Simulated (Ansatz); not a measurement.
Consider ZnAu in the CsCl type structure (space group Pm-3m, No. 221; a = 3.129 Å; relaxed with 0.1 eV smearing). Axes: x, y, z lie along the cube axes.

Level of theory: PBEsol (Ansatz, a quantum-chemistry and plane-wave program), no spin-orbit coupling.

For the base:

- Shortest interatomic distance = 2.709 Å

One thing is altered: a pure shear with ε_xy = ε_yx = 0.0086, atoms relaxed at fixed cell.

Problem. What happens to the shortest interatomic distance?

Solution. The shortest interatomic distance decreases by 0.0155 Å, from 2.709 Å to 2.694 Å.

Problem. Estimate the effect on the energy relative to the base.

Solution. The energy goes up by 0.8 meV/atom.

Problem. How does this affect the stress?

Solution. The stress (xx, yy, zz, yz, xz, xy; compression positive) comes out as (0.1, 0.1, 0.1, 0.0, 0.0, -1.0) GPa.

The cells carry an imposed strain or load. Stability against distortions was not tested.
